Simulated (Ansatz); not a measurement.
The structure below was relaxed with Ansatz (a first-principles code), PBE, PAW, cutoff 420 eV, no spin-orbit coupling, at pressure −1 GPa.

```
BN
1.0
    2.55685     0.00000     0.00000
   -1.27843     2.21430     0.00000
    0.00000     0.00000     4.22832
B N
2 2
Cartesian
  1.27843   0.73810   4.22799
  0.00000   1.47620   2.11383
  1.27843   0.73810   2.64388
  0.00000   1.47620   0.52972
```

Problem. Find the space group and the Wyckoff positions.

Solution. Space group P6₃mc (No. 186); a = 2.5569 Å, b = 2.5569 Å, c = 4.2283 Å, α = 90.00°, β = 90.00°, γ = 120.00°

```tsv
atom	site	symmetry	x	y	z
B	2b	3m.	0.3333	0.6667	0.4999
N	2b	3m.	0.3333	0.6667	0.1253
```

Problem. Describe the coordination.

Solution. The crystal has 4 atoms in its conventional cell. Lattice parameters: a = 2.557 Å, b = 2.557 Å, c = 4.228 Å, α = 90.00°, β = 90.00°, γ = 120.00°. B is coordinated by 4 N at 1.568–1.584 Å (tetrahedral). N is coordinated by 4 B at 1.568–1.584 Å (tetrahedral). (Neighbours: up to the widest gap in distance over summed covalent radii, below 1.35, at either atom.)

Load acts through the strain it causes; cell and atoms are relaxed under it. Whether these cells are dynamically stable was not tested. The cell was made from BN in the wurtzite structure (space group P6_3mc, No. 186) by this change: pressure −1 GPa.
